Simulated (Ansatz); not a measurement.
## MoSi$_{2}$ (space group P6_222, No. 180; a cell from a computed database, its experimental status unchecked)

MoSi2 is taken in the hexagonal space group P6₂22 (No. 180), Pearson symbol hP9. Cell: a = 4.574 Å, b = 4.574 Å, c = 6.567 Å, α = 90.00°, β = 90.00°, γ = 120.00°. Si on 6j is surrounded by 5 Si at 2.546–2.661 Å and 5 Mo at 2.561–2.661 Å. Mo on 3d has 10 Si at 2.561–2.661 Å and 4 Mo at 3.166 Å. (Neighbours: up to the widest gap in distance over summed covalent radii, below 1.35, at either atom; cation-cation and far metal-metal contacts left out.)

Method: PBEsol, PAW, 420 eV (Ansatz, an electronic-structure program; scalar-relativistic without spin-orbit coupling). Settings: 8×8×5 k-points, 0.05 eV Fermi–Dirac smearing.

The volume per atom is 13.22 Å³ and the density is 6.37 g/cm³. The band gap comes out as zero and the total energy comes out as -2047.394 eV/atom (σ→0; compares only within this code and set-up).

Whether these cells are dynamically stable was not tested. All final runs are without spin polarisation. Gaps under 0.05 eV, about the width of the smearing, are given as zero. The zero or small gap of MoSi2 can change with the level of theory.
